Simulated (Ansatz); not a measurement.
The reference is CdSe in the zinc blende structure (space group F-43m, No. 216).

```xyz
2
Lattice="0.0000 3.0037 3.0037 3.0037 0.0000 3.0037 3.0037 3.0037 0.0000" Properties=species:S:1:pos:R:3 pbc="T T T"
Cd     0.0000     0.0000     0.0000
Se     1.5019     1.5019     1.5019
```

Cartesian axes are those of the cell as printed.

Method: LDA (Ansatz, an electronic-structure program), no SOC.

For the base:

The valence-band top at Γ is 0.00, 0.00, 0.00 eV and the pressure is 0.00 GPa.

The change: biaxial strain −3.00 %, plane normal [001], relaxed out of plane (Cartesian); in-plane vectors clamped, the third vector and the atoms free.

Task: What does the calculation give for the valence-band top at Γ after the change?

Result: The valence-band top at Γ (three highest levels, from the VBM) becomes 0.00, 0.00, -0.28 eV (base: 0.00, 0.00, 0.00 eV).

Task: Predict the new pressure.

Result: The pressure (mean of the normal stresses, compression positive) goes from zero to 1.00 GPa.

Task: How does this affect the ratio −ε⊥/ε∥?

Result: The ratio −ε⊥/ε∥ is 1.43.

The levels and masses belong to the bands next to the band gap. Stability against distortions was not tested.
